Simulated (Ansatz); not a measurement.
# The (21-32) surface of hcp Zr in its 1x1 cell, outermost plane spacing 0.33 Å in the ideal cut (one of several cuts of this face)

Level of theory: r2SCAN, at the PBE geometry (plane waves to 500 eV, PAW; Ansatz, a first-principles code).

Model: 22-atom slab, 10.1 Å thick at the start (thin: gaps and levels are the slab's own), 7x5x1 mesh, Fermi-Dirac 0.1 eV, dipole correction, single point; on the structure that PBE left under its start's symmetry; no spin, no spin-orbit, no U.

```json
{
 "surface energy (mean of both faces)": "1.85 J/m²",
 "work_function_of_the_top_face": "3.51 eV",
 "cost": "roughly 15 core-minutes"
}
```
